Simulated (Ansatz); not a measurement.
End structure of a constructed model of the (0001) surface of hcp Zr, a pseudomorphic layer of Pt in the host's stacking (bottom of the slab: a bare face, its two planes held):

```xyz
7
Lattice="3.2325 0.0000 0.0000 -1.6162 2.7994 0.0000 0.0000 0.0000 32.0000" Properties=species:S:1:pos:R:3 pbc="T T T"
Zr     1.6162     0.9331     8.2193
Zr     0.0000     1.8663    10.8043
Zr     1.6162     0.9331    13.4184
Zr     0.0000     1.8663    16.0117
Zr     1.6162     0.9331    18.6249
Zr     0.0000     1.8663    21.2218
Pt     1.6162     0.9331    23.1734
```

Slab: 7 atoms, 15.6 Å thick at the start; k 13x13x1, smearing 0.1 eV, dipole-corrected; single point; on the structure that PBE left under its start's symmetry; no spin, no spin-orbit, no U. It is one candidate, not shown to be the stable structure of the face.

### Question
Predict the work function of the top face from r2SCAN, at the PBE geometry (Ansatz, a first-principles code).

### Answer
4.47 eV
